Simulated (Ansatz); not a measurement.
Input and output of a relaxation of cell and atoms for TiRh3 (Pm-3m, 4 atoms in the cell) (Ansatz, an electronic-structure program).

Method: LDA (PW92), default PAW files made with PBE (plane waves; Ansatz).

The change in words: atoms on their sites; basis.ecutwfc: 420 eV → 505 eV; relax: default → cell and atoms. Reference geometry:
```xyz
4
Lattice="3.8068 0.0000 0.0000 0.0000 3.8068 0.0000 0.0000 0.0000 3.8068" Properties=species:S:1:pos:R:3 pbc="T T T"
Ti     0.0000     0.0000     0.0500
Rh     1.9034     1.9034     0.0000
Rh     0.0000     1.9034     1.9034
Rh     1.9034     0.0000     1.9034
```

Reference input (self-consistent single point, DFT, LDA (PW92), plane waves, default PAW files made with PBE): basis.ecutwfc = 420 eV; kpoints.mp_grid.grid = 9 9 9; hamiltonian.xc = lda; hamiltonian.pseudopotentials = {kind: paw} (the program's default PAW files); scf.occupations.method = fermi_dirac; scf.occupations.width = 0.1 eV. This run's input differs from it in these lines:

Ansatz 0.2 input:
```diff
@@ -6,3 +6,3 @@
   atoms:
-    - { symbol: Ti, position_ang: [0.000000, 0.000000, 0.049999] }
+    - { symbol: Ti, position_ang: [0.000000, 0.000000, 0.000000] }
     - { symbol: Rh, position_ang: [1.903420, 1.903420, 0.000000] }
@@ -11,3 +11,3 @@
 basis:
-  ecutwfc: 420.0
+  ecutwfc: 505.0
 kpoints:
@@ -23,2 +23,4 @@
     width: 0.1
+relax:
+  cell: {}
 output:
```

Log, with long lists cut:

```
   [... SCF lines of the steps left out ...]
relax step   1: F+E_penalty+E_count = -21288.90067994 eV  Δ(F+E_penalty+E_count) = +0.000e0 eV  max|allowed force component| = 5.152e-29 eV/Å  Δτ_max = 0.0000 Å  P = -7.289 GPa  Ω = 55.169 Å³  (6 SCF iters, dr2 threshold 1.00e-7 eV, accepted)
relax step   2: F+E_penalty+E_count = -21288.91036223 eV  Δ(F+E_penalty+E_count) = -9.682e-3 eV  max|allowed force component| = 1.328e-29 eV/Å  Δτ_max = 0.0000 Å  P = +6.915 GPa  Ω = 52.391 Å³  energy of the carried Pulay correction = +3.476e-4 eV  [...]
   [... lines left out ...]
relax step   4: F+E_penalty+E_count = -21288.93657648 eV  Δ(F+E_penalty+E_count) = -7.952e-5 eV  max|allowed force component| = 1.073e-28 eV/Å  Δτ_max = 0.0000 Å  P = -0.015 GPa  Ω = 53.644 Å³  energy of the carried Pulay correction = +1.886e-4 eV  [...]
relax step   5: F+E_penalty+E_count = -21288.93639113 eV  Δ(F+E_penalty+E_count) = +1.853e-4 eV  max|allowed force component| = 5.930e-29 eV/Å  Δτ_max = 0.0000 Å  P = -0.018 GPa  Ω = 53.644 Å³  stress off target by 1.79e-2 GPa  SCF on the basis [...]
basis re-selected at this cell: Δ(F+E_penalty+E_count) = +1.853e-4 eV, ΔP = -0.003 GPa vs the last step
the relaxation is at rest under the 48 symmetry operations that the run kept from its start: a minimum is not shown …
Stability not checked: this state was not tested for a lower state beside it, because too few of the mixer's solves of this state at the end of the SCF gave a …
Free energy (F): -21288.936391 eV
Internal energy: -21288.824272 eV  (E = F + TS)
   [... lines left out ...]
Fermi energy:    21.279138 eV
  cell:  # Å, volume = 53.6437 Å³
   [... lines left out ...]
  atoms:
    - { symbol: Ti, position: [-3.425452781093479e-36, 1.1198595630460908e-36, 9.222372872168702e-37] }
    - { symbol: Rh, position: [0.49999999999999994, 0.49999999999999994, -1.3174818388861118e-37] }
    - { symbol: Rh, position: [5.006430987709889e-36, 0.49999999999999994, 0.49999999999999994] }
    - { symbol: Rh, position: [0.49999999999999994, 1.119859563045126e-36, 0.49999999999999994] }
```

The run converged.  The full log also holds: “iter 4 did not close the SCF: its close was put off for the readings that it lacked (scf_convergence_deferred on its scf_iter line)”. The full log also holds: “iter 5 did not close the SCF: its close was put off for the readings that it lacked (scf_convergence_deferred on its scf_iter line)”.

Summary of the result:
- Free energy E − TS (on the zero of these files): -21288.9364 eV
- Fermi level (on the code's own zero): 21.28 eV
- Pressure: -0.02 GPa
- Final cell: a = 3.771 Å, b = 3.771 Å, c = 3.771 Å, α = 90.00°, β = 90.00°, γ = 90.00°
- Final volume per atom: 13.41 Å³
- Relaxation steps: 5

The starting cell comes from a database of computed structures (which also holds hypothetical and non-ambient phases and stackings), without a prior relaxation at this level. Its lattice was rescaled by up to half a per cent. Spin polarisation is off. The relaxation keeps the symmetry of its start, so its end need not be a minimum. Ansatz's pressure includes its estimate of the finite-basis (Pulay) stress.
